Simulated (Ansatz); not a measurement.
# Competing hops of interstitial Cu in wurtzite ZnO, charge state +1

Defect: interstitial Cu in wurtzite ZnO, charge state +1. Level of theory: PBE, PAW (plane waves to 420 eV; Ansatz, a program for electronic structure).

72-site cell at the relaxed PBE lattice, one k-point at (0.125, 0.250, 0.250), smearing 0.01 eV, spin-restricted, no finite-size correction. No zero-point or tunnelling terms. The charge state is imposed; whether it is stable for some Fermi level was not computed. Sites that were not tried may lie lower.

Barriers: single points on a 2×2×2 k-point mesh shifted by half a step along c at the bands' geometries.

```tsv
Route	Start site over the lowest site run (eV)	Hop (Å)	Forward barrier (eV)	Backward barrier (eV)	Neighbours at the start	Neighbours at the saddle	Saddle order	Forward, on the band's own sampling (eV)
several atoms move together, Cu the farthest (a rearrangement that moves the defect's centre by under 1 Å)	0.00	1.58	0.44	0.44	O at 1.81, O at 1.85; Zn at 2.30 Å	O at 1.87, O at 2.21, O at 2.22; Zn at 2.30 Å	not checked, on a symmetry element	0.44
several atoms move together, Cu the farthest	0.00	1.74	0.51	0.19	O at 1.81, O at 1.85; Zn at 2.30 Å	O at 1.92, O at 2.14, O at 2.29, O at 2.48; Zn at 2.35, Zn at 2.42, Zn at 2.45 Å	not checked	0.51
```

Paths come from nudged elastic bands with a climbing image. Of the routes that converged and passed our checks, the lowest saddle point lies 0.44 eV above the lowest of the sites run (several atoms move together, Cu the farthest (a rearrangement that moves the defect's centre by under 1 Å)); other sites, such as split forms, and other routes may lie lower. A band can be held on a symmetry element, so unchecked saddle points there may be too high. A further band (several atoms move together, Cu the farthest, 2.03 Å) gave 0.50 eV forward on its own sampling, 0.50 eV above the lowest site run, but a shoulder points to a second hump between its images, so it is not taken as a result.
